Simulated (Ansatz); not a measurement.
Given:

```xyz
2
Lattice="0.0000 3.4678 3.4678 3.4678 0.0000 3.4678 3.4678 3.4678 0.0000" Properties=species:S:1:pos:R:3 pbc="T T T"
K      0.0000     0.0000     0.0000
I      3.4678     3.4678     3.4678
```

No spin polarisation.

Method: plane-wave PAW DFT at the PBEsol level (Ansatz, a program for electronic structure, 420 eV), without spin-orbit coupling. Γ-centred 8×8×8 mesh, Fermi–Dirac width 0.05 eV.

Problem. Predict the hole mass, band gap and electron mass.

Solution. Hole mass (degenerate bands, along [100]): 0.42, 2.4, 2.4 mₑ (at Γ)
Band gap: 3.94 eV
Electron mass: 0.31 mₑ (at Γ)

Spin-orbit coupling, missing from the scalar runs, can matter with I. The cells carry an imposed strain or load. Effective masses come from finite differences of ±0.01 Å⁻¹. Whether these cells are dynamically stable was not tested. The cell was made from KI in the rock salt structure (space group Fm-3m, No. 225) by this change: isotropic strain −1.00 %.
